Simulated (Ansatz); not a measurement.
SnS (F-43m, No. 216, 2 atoms in the cell; start mp-10013; a measured phase of this formula has another space group), treated with PBE0 (PAW; Ansatz, a quantum-chemistry and plane-wave program).

Input:

Ansatz 0.2 input:
```yaml
crystal:
  lattice:
    - [0.0, 3.2092563843, 3.2092563843]
    - [3.2092563843, 0.0, 3.2092563843]
    - [3.2092563843, 3.2092563843, 0.0]
  atoms:
    - { symbol: Sn, position: [0.0, 0.0, 0.0] }
    - { symbol: S, position: [0.25, 0.25, 0.25] }
basis:
  ecutwfc: 460
  ecutrho_ratio: 4
  xc_grid: 2
kpoints:
  mp_grid: { grid: [8, 8, 8] }
hamiltonian:
  xc: pbe0
  dispersion: none
  pseudopotentials: { kind: paw }
scf:
  occupations: { method: fermi_dirac, width: 0.01 }
  convergence: { dr2_threshold: 0.0000000002 }
output:
  forces: true
  stress: true
  eigenvalues: true
```

The run printed, among other lines:

```
WARN output.stress: scf.exx.energy_threshold = 1e-6 eV is looser than the 2e-8 eV advised for a stress under a hybrid functional (1e-8 eV for each atom of the …
Crystal: 2 atoms, lattice volume = 66.106 Å³
Basis set: ecut = 460 eV, 1459 PW (Γ), exchange–correlation on 64×64×64 points (8 copies of the dense FFT grid, shifted against one another)
Bands: 14, of which v1, the nominal top of the filled ones, is band 10 counted from 1 (9 counted from 0)
Symmetry: 24 space group operations
Space group: F-43m (ITA 216), of the structure as read, at distance tolerance 4.0e-5 Å
k-points: 29 of 512 (time reversal used)
Functional: x = pbe(κ = 0.804, μ = 0.2195149727645171), c = pbe(β = 0.06672455060314922), warm-up for x = 0.75 pbe(κ = 0.804, μ = 0.2195149727645171) + 0.25 exact, c = pbe(β = 0.06672455060314922)
SCF iter   1: F=—  HF=-6926.607008 eV  |F-HF|=—  |Δ(HF+E_count)|=         —  Δρ=2.12e-3  dr2=7.38e-3
SCF iter   2: F=—  HF=-6926.608122 eV  |F-HF|=—  |Δ(HF+E_count)|=   1.11e-3  Δρ=1.34e-3  dr2=1.89e-3
  ...
SCF 1 converged in 9 iterations: F = -6926.608523 eV  dr2 = 1.16e-10
Crystal: 2 atoms, lattice volume = 66.106 Å³
Initial density: handed on by an earlier stage of this run
Functional: x = 0.75 pbe(κ = 0.804, μ = 0.2195149727645171) + 0.25 exact, c = pbe(β = 0.06672455060314922)
SCF 2 converged in 9 iterations: F = -6930.430022 eV  dr2 = 7.86e-11
Crystal: 2 atoms, lattice volume = 66.106 Å³
Crystal: 2 atoms, lattice volume = 66.106 Å³
SCF iter   9: F=—  HF=-6930.439262 eV  |F-HF|=—  |Δ(HF+E_count)|=  8.55e-11  Δρ=4.87e-7  dr2=3.42e-10
SCF iter  10: F=-6930.439262 eV  HF=-6930.439262 eV  |F-HF|=3.64e-12  |Δ(HF+E_count)|=  1.00e-10  Δρ=6.00e-8  dr2=1.61e-12
SCF 4 converged in 10 iterations: F = -6930.439262 eV  dr2 = 1.61e-12
Free energy (F): -6930.439262 eV
Internal energy: -6930.439262 eV  (E = F + TS)
E sigma→0 (E₀):  -6930.439262 eV
Fermi energy:    5.450250 eV
--- Stress (GPa, compression-positive) ---
        1.431194      -0.000000      -0.000000
        0.000000       1.431194       0.000000
       -0.000000       0.000000       1.431194
  P = ⅓ Tr σ = 1.4312 GPa (14.312 kbar)
```

The PAW data were made under PBE.

Note: cell and atoms aren't relaxed at this level (pressure 1.4 GPa).

Computing time: around 2.3 core-minutes (rough).

A start named mp-… is a Materials Project structure, which need not be a measured phase.
